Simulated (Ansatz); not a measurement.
Levels about the gap of amorphous Si$_{80}$O$_{40}$ (120 atoms in a cell of 2134 Å³, 2.25 g/cm³; zone centre alone, so wide bands show as single levels with stretches between that a denser mesh fills), at the geometry that PBE relaxed, where it gives 0.0 GPa on a denser mesh. The participation number counts the atoms over which a state spreads; weights are charges in smoothed Voronoi cells. The levels come from a single point, so bond lengths are those of that geometry. Method of the levels: PBE, scalar-relativistic without spin-orbit coupling (Ansatz, a first-principles code). Sampling: the zone centre alone; Fermi-Dirac width 0.02 eV; no spin polarisation. The usual formal charges leave 240 electrons over, so the level spacing at the Fermi energy parts defect or band states and needn't be the band gap. At PBE the levels at the filled edge of the gap are localised (band-tail or defect states), and the nearest spread-out levels lie 0.8 eV apart at the zone centre.

The cell was made by melting and quenching with the CHGNet potential and then relaxed with DFT. O atoms were pushed apart under 1.9 Å during the dynamics, to hinder bonds among them. The hot cell started wider than the set density and was brought back towards it in steps. It is the lowest in DFT energy of 4 quenches. It is a model cell: composition and starting density were chosen by hand, and all elements were melted together. No dispersion term was used. Its density started from a set value of 2.21 and ended at 2.25 g/cm³. The simulated quench (nominally 150 K/ps over its main leg) is rapid and tends to freeze in more defects than a deposited or slowly cooled glass has. A cell of this size samples the disorder only roughly. Volume and shape were free in the relaxation. On a 2×2×2 Γ-centred mesh force components of up to 0.17 eV/Å stay, since the relaxation ran on the zone centre alone.

| E - E(highest filled), eV | filling | participation number | largest on | weight Si | weight O |
|---|---|---|---|---|---|
| -0.72 | filled | 57.4 | Si, 4 neighbours | 0.90 | 0.10 |
| -0.69 | filled | 37.4 | Si, 4 neighbours | 0.91 | 0.09 |
| -0.52 | filled | 42.1 | Si, 4 neighbours | 0.91 | 0.09 |
| -0.49 | filled | 37.5 | Si, 4 neighbours | 0.93 | 0.07 |
| -0.36 | filled | 48.4 | Si, 4 neighbours | 0.90 | 0.10 |
| -0.29 | filled | 43.6 | Si, 4 neighbours | 0.92 | 0.08 |
| 0.00 | filled | 16.0 | Si, 2 neighbours | 0.85 | 0.15 |
| 0.50 | empty | 46.3 | Si, 3 neighbours | 0.93 | 0.07 |
| 0.58 | empty | 33.1 | Si, 2 neighbours | 0.91 | 0.09 |
| 0.67 | empty | 53.8 | Si, 2 neighbours | 0.91 | 0.09 |
| 0.80 | empty | 39.0 | Si, 4 neighbours | 0.91 | 0.09 |
| 0.95 | empty | 37.4 | Si, 4 neighbours | 0.93 | 0.07 |
| 0.97 | empty | 40.0 | Si, 4 neighbours | 0.91 | 0.09 |
| 1.12 | empty | 49.3 | Si, 4 neighbours | 0.91 | 0.09 |

Most localised among these is the filled level at +0.00 eV, on a Si atom, which has 2 neighbours (O 1.68 Å, O 1.70 Å).
